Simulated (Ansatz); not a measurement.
The parent structure is W in the bcc (W type) structure (space group Im-3m, No. 229; a = 3.1837 Å).

Modification: cell and atoms relaxed at a pressure of 4.5 GPa.

Levels (all Ansatz, a quantum-chemistry and plane-wave program, PAW, earlier PAW set): PBE (420 eV, spin-orbit coupling left out); PBE+SOC (420 eV, with spin-orbit coupling).

The geometry is relaxed with PBE.

```
Item           Result
------------  -------
PBE pressure  4.5 GPa
```

**Question.** What does PBE+SOC give at this geometry for the pressure?

**Answer.** The pressure goes up by 0.4 GPa (4.5 GPa → 4.9 GPa).

Single points use the geometry relaxed with PBE. The spin-orbit shifts are approximate. Load acts through the strain it causes; cell and atoms are relaxed under it. Whether these cells are dynamically stable was not tested. The runs without spin-orbit coupling are not spin-polarised.
